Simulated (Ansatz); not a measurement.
The parent structure is Zr in the hcp (Mg type) structure (space group P6_3/mmc, No. 194; a = 3.232 Å, c = 5.174 Å).

(Cell as relaxed with PBE.)

Levels (all Ansatz, a quantum-chemistry and plane-wave program, PAW, earlier PAW set): PBE (420 eV, scalar-relativistic without spin-orbit coupling); PBEsol (420 eV, without spin-orbit coupling).

Each level relaxes its own structure.

| base | PBE | PBEsol |
|---|---|---|
| volume per atom | 23.40 Å³ | 22.47 Å³ |
| lattice parameter a | 3.232 Å | 3.185 Å |
| band gap | zero | zero |

The change: cell and atoms relaxed at a pressure of 18 GPa.

```json
[
 {"quantity": "band gap", "PBE": "zero", "PBEsol": "zero"},
 {"quantity": "shortest interatomic distance", "PBE": "3.050 Å", "PBEsol": "3.003 Å"}
]
```

PBE's shortest interatomic distance lies 0.047 Å above PBEsol's (1.6 %); the two agree on the band gap. Neither level is exact; PBEsol is the comparison here, not a measurement.

Load acts through the strain it causes; cell and atoms are relaxed under it. Whether these cells are dynamically stable was not tested. The final runs are not spin-polarised. Measured, Zr leaves this structure (for the ω phase) near 3 GPa (temperature not stated; as listed in C. Cazorla, D. Alfè, M. J. Gillan, Physical Review B (2008)).
